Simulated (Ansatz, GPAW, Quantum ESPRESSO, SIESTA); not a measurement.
# Code comparison for YZn (Fm-3m, 2 atoms in the cell)

Self-consistent single point.

```
YZn
1.0
    0.00000     2.96299     2.96299
    2.96299     0.00000     2.96299
    2.96299     2.96299     0.00000
Y Zn
1 1
Cartesian
  0.00000   0.00000   0.00000
  2.96299   2.96299   2.96299
```

Shared settings, as Ansatz (a first-principles code) writes them: kpoints.mp_grid.grid = 13 13 13; scf.occupations.method = fermi_dirac; scf.occupations.width = 0.1 eV. Potentials and cutoffs stand in the table.

```
code                                                                                                                                 model  pressure (GPa)       cutoff
----------------  ------------------------------------------------------------------------------------------------------------------------  --------------  -----------
GPAW                                                                         LDA (Perdew-Wang 92), GPAW PAW datasets LDA (gpaw-data 1.0.1)           -4.60       850 eV
Quantum ESPRESSO                                                                       LDA (PZ), GBRV 1.5 ultrasoft (LDA) pseudopotentials           -4.75        50 Ry
SIESTA            LDA PW92, numerical atomic orbitals DZP, PseudoDojo LDA standard norm-conserving potentials (rewritten from UPF to PSML)           -7.03  grid 400 Ry
Ansatz                                                                                                 LDA (PW92), PAW files made with PBE           -4.50      default
```

The spread over the programs that give each value: pressure within 2.53 GPa.

SIESTA uses small atom-centred bases, whose incompleteness enters pressures, forces and empty levels differently from a plane-wave cutoff. Ansatz's pressure is given at a fixed set of plane waves, as the other plane-wave codes print theirs. The same LDA comes in different parametrisations, which differ slightly. In the pressure, SIESTA (by 2.43) lies more than 1 GPa from the median of the plane-wave programs.

The starting cell comes from a database of computed structures (which also holds hypothetical and non-ambient phases and stackings), without a prior relaxation at this level.

Left out of this page: ABINIT (with a known weakness of the program); Elk and FLEUR (not drawn, or without a comparable value).

Keys are those of Ansatz 0.2.
